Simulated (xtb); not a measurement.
xtb 6.7.1, GFN2-xTB: Sn(Me)2(Cl)2 cation ([CH3][Sn]([CH3])([Cl])[Cl]), charge +1, multiplicity 2, 11 atoms. The geometry is a generated start, not checked to be a minimum at this level.

```
Property                  Result
-----------------  -------------
run flags                 --grad
method                  GFN2-xTB
--acc                1 (default)
--etemp (K)        300 (default)
basis functions               44
valence electrons             31
```

```xyz
11

C      1.8545    -0.6348     0.2838
Sn     0.0403     0.6203     0.1063
C     -1.9090    -0.2789    -0.4404
Cl     0.4831     2.3083    -1.4395
Cl    -0.2370     1.7261     2.1403
H      1.6590    -1.4296     0.9900
H      2.6702    -0.0180     0.6367
H      2.0920    -1.0394    -0.6906
H     -2.5296     0.4907    -0.8835
H     -2.3838    -0.6701     0.4518
H     -1.7398    -1.0746    -1.1549
```

Charge 1 and multiplicity 2 are set for this test and not shown to be the ground state. GFN-xTB has no spin term: --uhf 1 sets the occupations alone.

One run each on 1 thread. Values of broydamp tried: 0.02, 0.05, 0.1, 0.2, 0.4 (default), 0.6, 0.8, 1.

How does the count of SCC iterations change with broydamp, and where is it least?

Fewest SCC iterations, within one of each other: 0.1 with 20, 0.2 with 19, 0.4 (default) with 19. The count rises to 36 at 1. All converge to one solution.

```tsv
broydamp	SCC iterations	end
0.02	27	same solution
0.05	22	same solution
0.1	20	same solution
0.2	19	same solution
0.4 (default)	19	same solution
0.6	24	same solution
0.8	27	same solution
1	36	same solution
```
